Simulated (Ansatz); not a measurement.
Start from Al₂Cu (space group Fm-3m, No. 225; a cell from a computed database, its experimental status unchecked; relaxed with 0.1 eV smearing).

```yaml
crystal:
  lattice:
    - [0.00000, 2.86348, 2.86348]
    - [2.86348, 0.00000, 2.86348]
    - [2.86348, 2.86348, 0.00000]
  atoms:
    - { symbol: Al, position: [0.25000, 0.25000, 0.25000] }
    - { symbol: Al, position: [0.75000, 0.75000, 0.75000] }
    - { symbol: Cu, position: [0.50000, 0.50000, 0.50000] }
```

Cartesian axes are those of the cell as printed.

Level of theory: DFT with PBEsol, PAW potentials and a 420 eV plane-wave cutoff in Ansatz (a quantum-chemistry and plane-wave program), scalar-relativistic without spin-orbit coupling, earlier PAW set.

One thing is altered: uniaxial strain ε_xx = +1.83 %, all other strain components held at zero, atoms relaxed at fixed cell.

Predict the stress tensor and what it implies for the stiffness.

Stress of the strained cell less that of the base (GPa, compression positive):
```
   -3.0     0.0     0.0
    0.0    -1.2     0.0
    0.0     0.0    -1.2
```

Then −Δσ_ii/ε with ε = 0.0183 gives secant stiffness values (nonlinear terms included at this strain): C11 ≈ 163 GPa, C12 ≈ 67 GPa and C13 ≈ 67 GPa.

Whether these cells are dynamically stable was not tested. All final runs are without spin polarisation.
